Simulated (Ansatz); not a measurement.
Base system: Zr in the hcp (Mg type) structure (space group P6_3/mmc, No. 194; a = 3.244 Å, c = 5.158 Å; relaxed with 0.1 eV smearing). Axes: x lies along a and z along c of the hexagonal cell.

Calculations: r2SCAN (Ansatz, an electronic-structure program, PAW, no spin-orbit coupling), earlier PAW set.

For the base:

```
Item                            Result
-----------------------------  -------
Shortest interatomic distance  3.188 Å
Pressure                       0.0 GPa
```

The change: tensile biaxial strain of 2.16 % in the plane normal to [001], as in epitaxy on a mismatched substrate; the out-of-plane cell vector and the atoms relax.

Question: What happens to the shortest interatomic distance?

Answer: The shortest interatomic distance falls by 0.008 Å to 3.180 Å.

Question: How does this affect the pressure?

Answer: The pressure (mean of the normal stresses, compression positive) goes from zero to -2.3 GPa.

Question: Estimate the effect on the ratio −ε⊥/ε∥.

Answer: The ratio −ε⊥/ε∥ comes out as 0.71.

No phonon test of stability was made. The final runs are not spin-polarised.
